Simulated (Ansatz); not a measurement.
Electronic density of states of amorphous germanium (Ge40), density 5.29 g/cm³, on a 2×2×2 Γ-centred mesh with a Gaussian width of 0.1 eV; energies count from the Fermi level. Cell and mesh are small, so fine structure isn't converged. Method: PBE, scalar-relativistic without spin-orbit coupling (plane waves to 420 eV, PAW; Ansatz, a first-principles code). Sampling: a 2×2×2 Γ-centred mesh; Fermi-Dirac width 0.05 eV; no spin polarisation. The levels at the Fermi energy are partly filled. A closed spacing in one fast-quenched cell at PBE doesn't show the material to be a metal.

Preparation: random packing, a CHGNet melt and quench, and a DFT relaxation. The hot cell started wider than the set density and was brought back towards it in steps. It is the lowest in DFT energy of 4 quenches. It is a model cell: composition and starting density were chosen by hand, and all elements were melted together. No dispersion term was used. A short ab initio anneal came between quench and relaxation. Its density started from a set value of 5.29 and ended at 5.29 g/cm³. The quench (nominally 32 K/ps over its main leg) was far faster than any real one, so the model tends to hold more defects than a real film. A cell of this size samples the disorder only roughly. The volume was held where the preparation left it, at a PBE pressure of -0.3 GPa (tension). Stress components on the final sampling reach 1.1 GPa. On a 2×2×2 Γ-centred mesh force components of up to 0.37 eV/Å stay, since the relaxation ran on one k-point at (1/4, 1/4, 1/4). Cycles of charging lowered its energy after that relaxation.

```tsv
E - EF (eV)	states/(eV atom)
-12.00	0.15
-11.90	0.16
-11.80	0.15
-11.70	0.18
-11.60	0.21
-11.50	0.23
-11.40	0.17
-11.30	0.11
-11.20	0.10
-11.10	0.14
-11.00	0.19
-10.90	0.24
-10.80	0.25
-10.70	0.30
-10.60	0.34
-10.50	0.41
-10.40	0.47
-10.30	0.35
-10.20	0.22
-10.10	0.23
-10.00	0.21
-9.90	0.20
-9.80	0.25
-9.70	0.28
-9.60	0.26
-9.50	0.34
-9.40	0.46
-9.30	0.42
-9.20	0.37
-9.10	0.40
-9.00	0.40
-8.90	0.34
-8.80	0.28
-8.70	0.29
-8.60	0.27
-8.50	0.27
-8.40	0.24
-8.30	0.21
-8.20	0.23
-8.10	0.25
-8.00	0.33
-7.90	0.35
-7.80	0.30
-7.70	0.29
-7.60	0.30
-7.50	0.31
-7.40	0.30
-7.30	0.25
-7.20	0.28
-7.10	0.32
-7.00	0.30
-6.90	0.23
-6.80	0.27
-6.70	0.35
-6.60	0.29
-6.50	0.26
-6.40	0.29
-6.30	0.27
-6.20	0.26
-6.10	0.23
-6.00	0.24
-5.90	0.23
-5.80	0.19
-5.70	0.18
-5.60	0.23
-5.50	0.24
-5.40	0.24
-5.30	0.22
-5.20	0.21
-5.10	0.27
-5.00	0.28
-4.90	0.22
-4.80	0.19
-4.70	0.19
-4.60	0.22
-4.50	0.11
-4.40	0.05
-4.30	0.06
-4.20	0.12
-4.10	0.19
-4.00	0.33
-3.90	0.39
-3.80	0.35
-3.70	0.38
-3.60	0.47
-3.50	0.47
-3.40	0.42
-3.30	0.49
-3.20	0.50
-3.10	0.46
-3.00	0.45
-2.90	0.45
-2.80	0.49
-2.70	0.55
-2.60	0.61
-2.50	0.54
-2.40	0.50
-2.30	0.54
-2.20	0.51
-2.10	0.44
-2.00	0.59
-1.90	0.59
-1.80	0.61
-1.70	0.66
-1.60	0.61
-1.50	0.65
-1.40	0.65
-1.30	0.60
-1.20	0.58
-1.10	0.53
-1.00	0.58
-0.90	0.58
-0.80	0.54
-0.70	0.43
-0.60	0.31
-0.50	0.32
-0.40	0.33
-0.30	0.33
-0.20	0.31
-0.10	0.32
0.00	0.34
0.10	0.35
0.20	0.36
0.30	0.33
0.40	0.30
0.50	0.32
0.60	0.35
0.70	0.38
0.80	0.34
0.90	0.38
1.00	0.42
1.10	0.50
1.20	0.50
1.30	0.45
1.40	0.44
1.50	0.41
1.60	0.43
1.70	0.47
1.80	0.45
1.90	0.45
2.00	0.49
2.10	0.54
2.20	0.55
2.30	0.52
2.40	0.47
2.50	0.57
2.60	0.56
2.70	0.57
2.80	0.57
2.90	0.49
3.00	0.46
3.10	0.57
3.20	0.57
3.30	0.54
3.40	0.59
3.50	0.61
3.60	0.59
3.70	0.64
3.80	0.67
3.90	0.60
4.00	0.66
4.10	0.66
```
